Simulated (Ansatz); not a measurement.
## CsCl-type CoGa

All values below come from r²SCAN+rVV10 in Ansatz (plane waves, PAW).

Run with plane-wave cutoff 600 eV, 22×22×22 k mesh, Fermi–Dirac smearing 0.039 eV (set by the program), no spin polarisation, scalar-relativistic PAW data made under PBE.

Cell (relaxed at this level):

Space group Pm-3m (No. 221); a = b = c = 2.8354 Å, α = β = γ = 90.00°

| atom | site | symmetry | x | y | z |
|---|---|---|---|---|---|
| Ga | 1b | m-3m | 0.5000 | 0.5000 | 0.5000 |
| Co | 1a | m-3m | 0.0000 | 0.0000 | 0.0000 |

| Quantity | Result |
|---|---|
| elastic constant C11 | 284 GPa |
| elastic constant C12 | 170 GPa |
| elastic constant C44 | 130 GPa |
| Voigt–Reuss–Hill bulk modulus | 208 GPa |
| Voigt–Reuss–Hill shear modulus (Hill average) | 93.5 GPa |
| Young modulus | 244 GPa |
| Poisson ratio | 0.304 |

Elastic constants are with the ions relaxed.

Computed values are for the static lattice.

Ansatz is an electronic-structure program.
